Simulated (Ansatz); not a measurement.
Consider ZrS₂ in the fluorite structure (space group Fm-3m, No. 225; a = 6.1886 Å; a hypothetical phase, not in the database extracts checked).

Calculations: plane-wave PAW DFT at the PBEsol level (Ansatz, a first-principles code, 420 eV), no spin-orbit coupling.

One change was made to it. Results:

```json
[
 {"quantity": "density", "base": "4.35 g/cm³", "after": "6.16 g/cm³"},
 {"quantity": "shortest interatomic distance", "base": "5.064 bohr", "after": "4.511 bohr"}
]
```

Which change produced these results?
A) pressure 30 GPa
B) pressure 7 GPa
C) pressure 3 GPa
D) pressure 75 GPa

D, pressure 75 GPa. For comparison, the density in the other runs: pressure 30 GPa gives 5.25 g/cm³; pressure 7 GPa gives 4.60 g/cm³; pressure 3 GPa gives 4.47 g/cm³.

Load acts through the strain it causes; cell and atoms are relaxed under it. Whether these cells are dynamically stable was not tested. No other phases were tried under pressure. The final runs are not spin-polarised.
